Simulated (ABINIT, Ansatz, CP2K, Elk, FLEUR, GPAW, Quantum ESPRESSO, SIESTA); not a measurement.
## PtS2 (P-3m1, 3 atoms in the cell) computed with different codes at matched settings

Self-consistent single point.

```xyz
3
Lattice="3.5047 0.0000 0.0000 -1.7524 3.0352 0.0000 0.0000 0.0000 5.5277" Properties=species:S:1:pos:R:3 pbc="T T T"
Pt     0.0000     0.0000     0.0000
S      1.7524     1.0117     4.3097
S      0.0000     2.0235     1.2180
```

All programs got the same cell, k-point mesh and kind of occupations (in Ansatz's words: kpoints.mp_grid.grid = 6 6 3; scf.occupations.method = fermi_dirac; scf.occupations.width = 0.05 eV); potentials, basis and cutoffs are each program's usual ones.

```csv
code,model,pressure (GPa),largest force (eV/Å),gap on the mesh (eV),k-points,cutoff
SIESTA,"GGA PBE, numerical atomic orbitals DZP, PseudoDojo PBE standard norm-conserving potentials (rewritten from UPF to PSML)",8.84,1.052,1.352,60,grid 350 Ry
Elk,"PBE, all-electron FP-LAPW, Elk's shipped species files, APW+lo basis with extra local orbitals",–,–,1.407,17,rgkmax 8
ABINIT,"PBE, PAW (JTH v2.0 PBE PAW)",8.26,0.696,1.378,17,21 Ha
FLEUR,"PBE, all-electron FLAPW (FLEUR), scalar-relativistic valence",–,0.615,1.405,17,Kmax 4 1/bohr
Ansatz,"PBE, default PAW files",7.55,0.604,1.403,17,default
CP2K,"PBE, GPW, DZVP-MOLOPT-SR-GTH basis, GTH-PBE potentials (GTH_POTENTIALS)",7.82,0.775,1.416,108,grid 500 Ry
GPAW,"PBE, GPAW PAW datasets PBE (gpaw-data 1.0.1)",7.69,0.640,1.384,17,550 eV
Quantum ESPRESSO,"PBE, PSlibrary ultrasoft (PBE) pseudopotentials",8.73,0.751,1.413,17,45 Ry
```

A dash marks a value that a program does not give, or that is left out as unsure.

Gaps are read on the mesh. Another mesh or the band path gives a smaller gap, so these values are not converged in the mesh.

The spread over the programs that give each value: pressure within 1.29 GPa; largest force within 0.448 eV/Å; gap on the mesh within 0.064 eV.

The starting cell comes from a database of computed structures (which also holds hypothetical and non-ambient phases and stackings), without a prior relaxation at this level. Its lattice was rescaled by a random factor within 2.5 % of one. On Ansatz's run: Spin-orbit coupling is off. In the base run, with a pressure of about 8 GPa the cell is away from its equilibrium volume at this level. Another mesh or the band path of this cell gives a smaller gap, so this value is not converged in the mesh.

Why do the programs differ, and what cannot be compared?

Differences of this kind can come from the potentials, where these differ, and from what each basis and cutoff leave unconverged. The valence holds different numbers of electrons (SIESTA 30, ABINIT 22, FLEUR 28, Ansatz (a program for electronic structure) 30, CP2K 30, GPAW 28, Quantum ESPRESSO 22). The zero of total energies and Fermi levels follows the potentials and each program's conventions, so they are not compared here. SIESTA and CP2K use small atom-centred bases, whose incompleteness enters pressures, forces and empty levels differently from a plane-wave cutoff. Elk and FLEUR treat all electrons, but the usual bases taken here (sphere radii, linearisation, local orbitals, empty states) were not tested for convergence, so the values are no reference for the others. Ansatz's pressure is given at a fixed set of plane waves, as the other plane-wave codes print theirs; with its correction for the finite basis it is 7.58 GPa. The programs reduce the same mesh by symmetry to different extents, which changes the work and not the result. In the force vectors, SIESTA (by 0.384), CP2K (by 0.107) and Quantum ESPRESSO (by 0.083) lie more than 0.08 eV/Å from the median of the plane-wave programs.

Keys are those of Ansatz 0.2.
